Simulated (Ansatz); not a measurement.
**Cu under load (space group I4/mmm): band-structure transport figures**

Consider the following.

```xyz
1
Lattice="0.0000 1.7615 1.8356 1.7615 0.0000 1.8356 1.7615 1.7615 0.0000" Properties=species:S:1:pos:R:3 pbc="T T T"
Cu     0.0000     0.0000     0.0000
```

Calculation: PBEsol, rigid bands (plane waves, PAW, scalar-relativistic; Ansatz, a program for electronic structure). Condition of this run: uniaxial stress zz = -3 GPa (compression positive) (the target of the relaxation). How the cell was made: cell and atoms relaxed with PBEsol, then loaded as said.

density of states at the Fermi level: 0.300 states/(eV·cell), both spins
bare Sommerfeld coefficient: 0.71 mJ/(mol of atoms·K²)
Drude plasma energy: 9.1 eV
root-mean-square Fermi velocity: 1.1e6 m/s
resistivity times τ: 6.0 ×10⁻²² Ω·m·s
resistivity times mean free path: 6.5 ×10⁻¹⁶ Ω·m²

A metal at this level (no band gap); rigid bands, thermally averaged at 300 K, both spins. Spin-orbit coupling is left out. τ is one relaxation time for all states; the product of resistivity and mean free path takes one path for all states instead.
